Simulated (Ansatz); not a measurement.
S on the 1x1 (111) surface of fcc Ir, one in a 1x1 cell, energies for each (6.5 Å²). Energies are against ⅛ S8(g), without zero-point or thermal terms; each row is named by its start.

All values below come from PBE (plane waves to 420 eV, PAW; Ansatz, an electronic-structure program).

Set-up: 5 atoms, 6.6 Å thick at the start under the adsorbate (thin: gaps and levels are the slab's own); mesh 12x12x1; 0.1 eV smearing; dipole correction on; 2 atoms held, the rest relaxed; each run with such symmetry as its start has; spin where the adsorbate may keep a moment, no spin-orbit, no U, no dispersion correction.

A negative adsorption energy means that the adsorbate is more stable on the surface than in its reference. Starts that drift may end in the same place. Heights count from the host atoms within 0.3 Å of the top one.

| starting site | E_ads (eV) | height (Å) | nearest host atom (Å) | bonded to | Δ work function (eV) | lateral drift (Å) | moment (μB) |
|---|---|---|---|---|---|---|---|
| top Ir | -0.47 | 2.22 | Ir 2.22 | Ir | -0.79 | 0.0 | 0.0 |
| hollow Ir-Ir-Ir over Ir at depth 2.2 Å | 0.00 | 1.86 | Ir 2.44 | 3 Ir | -1.15 | 0.0 | – |
| hollow Ir-Ir-Ir over Ir at depth 4.4 Å | -0.06 | 1.84 | Ir 2.43 | 3 Ir | -1.20 | 0.0 | – |
| bridge Ir-Ir (span 2.7 Å) | -0.06 | 1.84 | Ir 2.42 | 3 Ir | -1.20 | 0.8 | – |
